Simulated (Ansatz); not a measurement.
## Hypothetical P4_2/mnm GaAs, carrier doping

Consider GaAs (space group P4_2/mnm, No. 136; a = 7.0247 Å, c = 4.0616 Å; a hypothetical phase, not in the database extracts checked).

Carriers are added at fixed cell with a uniform background; the Fermi–Dirac width is that of 300 K.

Levels (all Ansatz, a first-principles code, PAW): PBE (420 eV, no SOC); PBEsol (420 eV, spin-orbit coupling left out).

The base cell above is that of PBE; each level relaxes its own structures.

Notes on the quantities. Fermi level from band edge: Fermi level relative to the doped band's edge (positive inside the band; to 0.05 eV).

| case | Fermi level from band edge, PBE | Fermi level from band edge, PBEsol |
|---|---|---|
| electrons 2.0×10^21 cm⁻³ | +1.10 eV | +0.80 eV |
| electrons 5.0×10^21 cm⁻³ | +1.25 eV | ___ |
| electrons 7.0×10^21 cm⁻³ | +1.40 eV | ___ |
| holes 2.0×10^21 cm⁻³ | +0.40 eV | +0.40 eV |
| holes 5.0×10^21 cm⁻³ | +0.70 eV | +0.70 eV |
| holes 7.0×10^21 cm⁻³ | +0.80 eV | ___ |

Problem. Complete the table.

Solution. 
- electrons 5.0×10^21 cm⁻³, Fermi level from band edge, PBEsol: +1.00 eV
- electrons 7.0×10^21 cm⁻³, Fermi level from band edge, PBEsol: +1.10 eV
- holes 7.0×10^21 cm⁻³, Fermi level from band edge, PBEsol: +0.85 eV

The two levels differ by at most about 0.30 eV. They disagree on the order of holes 7.0×10^21 cm⁻³ and electrons 2.0×10^21 cm⁻³.

Carriers are added with a uniform compensating background; total energy and stress of such cells depend on the potential's zero and are not compared; many-body gap narrowing is missing at this level. Stability against distortions was not tested.
